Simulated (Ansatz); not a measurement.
W on the 1x1 (101) surface of tetragonal HfO2 (a metastable polymorph) (cut with top plane O), one in a 2x1 cell, started at the site 'top O'

Host crystal: tetragonal HfO2, with a band gap (PBE, scalar-relativistic without spin-orbit coupling).

All values below come from PBE (plane waves to 420 eV, PAW; Ansatz, an electronic-structure program).

Set-up: 37 atoms, 7.6 Å thick at the start under the adsorbate (thin: gaps and levels are the slab's own); mesh 3x3x1; 0.01 eV smearing; dipole correction on; 16 atoms held, the rest relaxed; start symmetry kept, larger cells not searched; spin-polarised, ending with about 4.0 μB a cell; orders that need a larger cell were not tried, no spin-orbit, no U, no dispersion correction. At the end it is bonded to 3 Hf + O. In PBE it is, or lies within 0.03 eV of, the lowest of the starts that converged.

```json
{
 "energy of the end state, in which the adsorbate broke or entered a bond of the host, against an atom of bcc W": "579 kJ/mol",
 "change_of_the_step_from_the_bottom_to_the_top_vacuum_level_against_the_clean_slab": "-0.20 eV",
 "energy_released_by_relaxation": "1.91 eV",
 "height of the binding atom over the mean of the host atoms within 0.3 Å of the top one": "0.378 Å",
 "magnetic_moment_of_the_cell": "4.00 μB",
 "largest_move_of_a_host_atom": "1.67 Å",
 "caution": "the host itself rearranges in this cell, so the energy holds part of a reconstruction"
}
```

A negative adsorption energy means that the adsorbate is more stable on the surface than in its reference.
